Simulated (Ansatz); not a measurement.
## rock-salt NbN (1 1 1) on rock-salt MgO (1 1 1) (film strained to the substrate, started from cuts of the bulks and a machine-learned relaxation; slabs Mg6O5 and N4Nb4, which can lie off the formulas)

A periodic stack without vacuum, rock-salt NbN (1 1 1) on rock-salt MgO (1 1 1) (film strained to the substrate, started from cuts of the bulks and a machine-learned relaxation; slabs Mg6O5 and N4Nb4, which can lie off the formulas): substrate slab Mg6O5, film N4Nb4, surface cells [[0, -1], [1, -1]] and [[1, 0], [0, 1]], film strained by -3.8 and -3.8 %, outermost planes Mg/Mg and N/Nb as cut, which need not be the usual terminations and can put a slab off its formula.

The start was prepared with a machine-learned potential, and the result is one local minimum, with the in-plane cell held and forces under 0.04 eV/Å; the film can end far from its bulk form.

Method: PBE (plane waves to 420 eV, PAW; Ansatz, a program for electronic structure). Scalar-relativistic, without spin–orbit coupling; the runs are not spin-polarised; PBE gaps are too small against experiment. Its k-point mesh 12×12×1, Fermi–Dirac width 0.05 eV.

The interface area is 7.8 Å², the period comes out as 25.48 Å and the heights between the nearest atoms of the two slabs at the two interfaces is 1.32 and 2.61 Å. The Mg–Nb contacts across the interfaces within 1.22 times the sum of covalent radii is 6, mean 3.14 Å, the Mg–N contacts across the interfaces within 1.22 times the sum of covalent radii is 3, mean 2.18 Å and the estimate of the barrier comes out as withheld, since the two interfaces are unlike. The slope of the mean potential energy in the substrate is +4.6 MV/cm × e.

```
Mg6Nb4N4O5
1.0
    3.00764    -0.00014     0.02811
    1.50374     2.60464     0.03554
    1.24612     0.65009    25.50097
Mg O N Nb
6 5 4 4
Direct
  0.45712   0.19841   0.04970
  0.75788   0.49894   0.14741
  0.05931   0.80007   0.24385
  0.36081   0.10122   0.34029
  0.66249   0.40233   0.43674
  0.96328   0.70387   0.53330
  0.10768   0.84849   0.09864
  0.40894   0.14971   0.19493
  0.71031   0.45085   0.29136
  0.01186   0.75201   0.38781
  0.31359   0.05310   0.48422
  0.61160   0.35356   0.58525
  0.91078   0.65252   0.68872
  0.20909   0.95062   0.79476
  0.50792   0.24940   0.89906
  0.26135   0.00326   0.63641
  0.56047   0.30209   0.74033
  0.85855   0.60013   0.84668
  0.15866   0.90004   0.94734
```
